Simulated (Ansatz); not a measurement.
Take MgTe in the wurtzite structure (space group P6_3mc, No. 186; a = 4.608 Å, c = 7.501 Å) as the base.

It is then changed as follows: a hydrostatic pressure of 5 GPa.

Levels (all Ansatz, an electronic-structure program, PAW): PBE (420 eV, spin-orbit coupling left out); HSE06 (420 eV, no spin-orbit coupling); PBE+SOC (420 eV, spin-orbit coupling included).

At the geometry relaxed with PBE, these levels gave the following band gaps, in shuffled order: (a) 3.80 eV, (b) 2.91 eV, (c) 2.64 eV.

**Question.** Match each gap to its level.

**Answer.** (a) HSE06; (b) PBE; (c) PBE+SOC.

Single points use the geometry relaxed with PBE. Differences between runs with and without spin-orbit coupling are approximate. With Te present, leaving out spin-orbit coupling can change the band edges. Load acts through the strain it causes; cell and atoms are relaxed under it. Stability against distortions was not tested. Tetrahedral semiconductors of this kind turn to denser phases somewhere between about 1 and 50 GPa; those were not computed, so compressed cells here can lie past the real transition.
